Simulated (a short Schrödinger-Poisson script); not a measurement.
Solved with a short Schrödinger-Poisson script written for these runs: 1D Poisson equation in equilibrium, electrons quantum, Hartree (BenDaniel-Duke, 40 states a valley, the channel's in-plane mass for all, wave functions free to enter the barrier), parabolic valleys, classical holes, full ionisation, no traps, pinning or gate leakage.

System: gated Al0.25Ga0.75As/GaAs δ-doped gas in a quantum well, at 77 K.

From the gate side: 8 nm Al0.25Ga0.75As; 2 nm Al0.25Ga0.75As; 8 nm GaAs; 4000 nm Al0.25Ga0.75As, acceptors 5e15 cm⁻³.

Constants are typed, rounded textbook-type inputs, not results; the design itself was drawn at random and stands for no fabricated device. Al0.25Ga0.75As: permittivity 12.19, conduction-band edge (eV) 0.198, gap (eV) 1.736, electron mass (mₑ) 0.0878, Nv at 300 K (cm⁻³) 9e18. GaAs: permittivity 12.9, conduction-band edge (eV) 0, gap (eV) 1.424, Nv at 300 K (cm⁻³) 9e18.

Channel valleys (confinement mass, in-plane density-of-states mass, number): Γ 0.067, 0.067, 1. At the gate the conduction-band edge of layer 1 lies 0.95 eV − eVg above the Fermi level of the channel; the field vanishes at the back. Sheet of ionised δ-doping: +4.1e12 e/cm² at 8 nm from the gate. The barrier under the gate holds no holes. Gaps are held at their typed values at every temperature. Mesh 0.08 nm at interfaces.

Give the centroid of the channel electrons at Vg = 0.5 V (nm); the lowest subband against the Fermi level at Vg = 0.5 V (meV); the capacitance at Vg = 0.5 V (μF/cm²).

centroid of the channel electrons at Vg = 0.5 V (nm): 3.44; lowest subband against the Fermi level at Vg = 0.5 V (meV): -21.7; capacitance at Vg = 0.5 V (μF/cm²): 0.761.
